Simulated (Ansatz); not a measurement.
The parent structure is SnO2 in the rutile structure (space group P4_2/mnm, No. 136).

```xyz
6
Lattice="4.7585 0.0000 0.0000 0.0000 4.7585 0.0000 0.0000 0.0000 3.2001" Properties=species:S:1:pos:R:3 pbc="T T T"
Sn     2.3793     2.3793     1.6001
Sn     0.0000     0.0000     0.0000
O      1.4556     1.4556     0.0000
O      3.3029     3.3029     0.0000
O      3.8349     0.9236     1.6001
O      0.9236     3.8349     1.6001
```

Cartesian axes are those of the cell as printed.

Calculations: r2SCAN (Ansatz, a first-principles code, PAW, no spin-orbit coupling), earlier PAW set.

Strains are applied to the cell and any free atomic positions relax; under biaxial strain the out-of-plane vector relaxes too; under stress the whole cell relaxes.

One change was made to it. Results:

```tsv
quantity	base	after
valence-band top at Γ (three highest levels, from the VBM)	0.00, -0.77, -0.77 eV	0.00, -0.73, -0.79 eV
gap character	direct at Γ	direct at Γ
band gap	1.79 eV	1.66 eV
electron mass	0.20 mₑ along c, 0.23 mₑ across (at Γ)	0.19 mₑ along z, 0.22 mₑ across (at Γ)
```

Q: What was done to the base?
A) uniaxial stress, 2 GPa compression along x
B) uniaxial strain ε_yy = +1.40 %
C) biaxial strain −4.06 %, plane normal [001], relaxed out of plane
D) uniaxial stress, 1 GPa compression along x
E) isotropic strain +0.67 %

A: B, uniaxial strain ε_yy = +1.40 %. For comparison, the band gap in the other runs: isotropic strain +0.67 % gives 1.57 eV; uniaxial stress, 1 GPa compression along x gives 1.81 eV; uniaxial stress, 2 GPa compression along x gives 1.83 eV; biaxial strain −4.06 %, plane normal [001], relaxed out of plane gives 2.23 eV.

Effective masses come from finite differences of ±0.01 Å⁻¹. Beyond what the load breaks, stability against distortions was not tested. The base started in Pnnm and relaxed to P4_2/mnm at this level. Labels are those of the standard path for the cell's own space group.
